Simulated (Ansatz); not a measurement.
# LuAlN2 (model structure, started from the ScAlN2 type, P3m1, No. 156, 4 atoms in the cell): band gap by level of theory

No measured value is used here.

```
level (code)              value (eV)
-------------------  ---------------
LDA (Ansatz)                     [?]
PBE+SOC (Ansatz)     2.05 (indirect)
PBEsol+SOC (Ansatz)  2.01 (indirect)
r²SCAN+SOC (Ansatz)              [?]
HSE06+SOC (Ansatz)   3.30 (indirect)
PBE0 (Ansatz)                   4.02
```

Q: Complete the blanks.

A: 
- LDA (Ansatz, a first-principles code), value (eV): 2.18
- r²SCAN+SOC (Ansatz), value (eV): 2.49 (indirect)

Computed values are for a static lattice. Spin–orbit coupling is included only where a level's name says +SOC; with heavier elements it mostly lowers gaps and can invert bands.  HSE06+SOC, PBE0: the gap is read on the k mesh or supercell of the run alone and can be too large. Values are at the PBEsol cell. Cutoffs and k meshes differ between the levels. Ansatz's density-functional and Hartree–Fock values are scalar-relativistic unless marked +SOC, with PAW data made under PBE.

A model structure was made by putting elements into a prototype or built by hand; it is no filed structure, need not be a known phase, and can be a saddle point held by its symmetry.
